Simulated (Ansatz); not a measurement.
The starting structures come from a database of crystals and need not be the phases stable at ambient conditions.

 Where the default PAW files enter, the runs use the earlier of Ansatz's two default sets.

The decay constant κ of evanescent states in the gap governs leakage through a thin film.

Consider the following.

```xyz
24
Lattice="5.3716 0.0000 0.0000 0.0000 13.0935 0.0000 0.0000 -1.9934 4.7039" Properties=species:S:1:pos:R:3 pbc="T T T"
V      1.3429     6.7242     2.8495
V      4.0287     4.3759     1.8544
V      4.0287    10.9226     1.8544
V      1.3429     0.1775     2.8495
Bi     1.3429     9.8142     4.1590
Bi     4.0287     1.2859     0.5449
Bi     4.0287     7.8327     0.5449
Bi     1.3429     3.2674     4.1590
O      4.9357    12.2305     0.9886
O      0.4359    -1.1303     3.7153
O      2.2499     5.4164     3.7153
O      3.1217     5.6837     0.9886
O      0.4359     6.4367     1.3077
O      4.9357     4.6634     3.3962
O      3.1217    11.2102     3.3962
O      2.2499    -0.1100     1.3077
O      5.1357     9.6495     2.1435
O      0.2359     1.4507     2.5604
O      2.4499     7.9974     2.5604
O      2.9217     3.1027     2.1435
O      0.2359     7.4020     3.9655
O      5.1357     3.6981     0.7385
O      2.9217    10.2449     0.7385
O      2.4499     0.8552     3.9655
```

Space group of this cell: Pbcn. The cell is taken as given; by r2SCAN its mean pressure is -7.7 GPa.

Transport runs along the normal of the first two printed cell vectors.

The gap is the functional's own, uncorrected, and κ follows it; spin-orbit coupling is left out. Mid-gap values are interpolated between the computed energies.

Question: Estimate the band gap and the smallest decay constant κ at mid-gap that r2SCAN run with Ansatz (a quantum-chemistry and plane-wave program) returns for this system.

Answer: Gap 2.64 eV on a 6×6×6 mesh; κ = 0.299 1/Å, at (0.000, 0.500) of the in-plane reciprocal vectors. At the zone centre, at the nearest computed energy, the slowest state has κ = 0.32 1/Å.
